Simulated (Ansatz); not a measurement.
The reference is SrO in the rock salt structure (space group Fm-3m, No. 225).

```xyz
2
Lattice="0.0000 2.5612 2.5612 2.5612 0.0000 2.5612 2.5612 2.5612 0.0000" Properties=species:S:1:pos:R:3 pbc="T T T"
Sr     0.0000     0.0000     0.0000
O      2.5612     2.5612     2.5612
```

The values are results of DFT with PBEsol, PAW potentials and a 420 eV plane-wave cutoff in Ansatz (a program for electronic structure), no SOC, not measurements.

Strains are applied to the cell and any free atomic positions relax.

One change was made to it. Results:

The pressure goes from zero to 4.71 GPa; the energy goes up by 10 meV/atom; the electron mass changes from 1.2 mₑ along k, 0.39 mₑ across (at X) to 1.2 mₑ along k, 0.38 mₑ across (at X); the smallest direct gap decreases by 0.07 eV, from 3.26 eV to 3.19 eV.

**Question.** What was done to the base?
(A) isotropic strain +1.50 %
(B) isotropic strain +2.00 %
(C) isotropic strain −1.50 %
(D) isotropic strain −2.00 %
(E) isotropic strain +3.00 %

**Answer.** C, isotropic strain −1.50 %. For comparison, the electron mass in the other runs: isotropic strain −2.00 % gives 1.2 mₑ along k, 0.37 mₑ across (at X); isotropic strain +3.00 % gives 1.2 mₑ along k, 0.41 mₑ across (at X); isotropic strain +1.50 % gives 1.2 mₑ along k, 0.40 mₑ across (at X); isotropic strain +2.00 % gives 1.2 mₑ along k, 0.40 mₑ across (at X).

Masses are band curvatures over ±0.01 Å⁻¹ around the edge. Along k means along the line from Γ to the band edge. Whether these cells are dynamically stable was not tested.
